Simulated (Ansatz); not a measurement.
Consider Ga2O3 (space group C2/m, No. 12; a = 12.4552 Å, b = 3.0835 Å, c = 5.8776 Å, α = γ = 90.00°, β = 103.70°).

(Cell as relaxed with PBE.)

Levels (all Ansatz, a program for electronic structure, PAW): PBE (420 eV, without spin-orbit coupling); r2SCAN (500 eV, without spin-orbit coupling).

Each level relaxes its own structure.

```csv
base,PBE,r2SCAN
volume per atom,10.97 Å³,10.50 Å³
band gap,2.01 eV,3.02 eV
```

Perturbation: cell and atoms relaxed at a pressure of 15 GPa.

```tsv
quantity	PBE	r2SCAN
shift of the gap caused by the change	+0.64 eV	?
shortest interatomic distance	1.824 Å	?
```

Problem. Predict the r2SCAN column.

Solution. 
- shift of the gap caused by the change, r2SCAN: +0.61 eV
- shortest interatomic distance, r2SCAN: 1.805 Å

PBE's shift of the gap caused by the change lies 0.03 eV above r2SCAN's; PBE's shortest interatomic distance lies 0.0195 Å above r2SCAN's (1.1 %). Neither level is exact; r2SCAN is the comparison here, not a measurement.

Load acts through the strain it causes; cell and atoms are relaxed under it. No phonon test of stability was made. No other phases were tried under pressure.
